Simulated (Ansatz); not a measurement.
**Band gap of GaAs (model structure, started from the BeO type, P4₂/mnm, No. 136, 8 atoms in the cell) at several levels of theory**

No measured value is used here.

```tsv
level (code)	value (eV)
LDA (Ansatz)	0.32 (direct)
PBEsol+SOC (Ansatz)	0.38 (direct)
r²SCAN+SOC (Ansatz)	0.90 (indirect)
HSE06 (Ansatz)	1.35 (indirect)
```

Computed values are for a static lattice. Spin–orbit coupling is included only where a level's name says +SOC; with heavier elements it mostly lowers gaps and can invert bands.  Values are at the PBEsol cell. Cutoffs and k meshes differ between the levels. Ansatz's density-functional and Hartree–Fock values are scalar-relativistic unless marked +SOC, with PAW data made under PBE.

A model structure was made by putting elements into a prototype or built by hand; it is no filed structure, need not be a known phase, and can be a saddle point held by its symmetry.

Ansatz is a first-principles code.
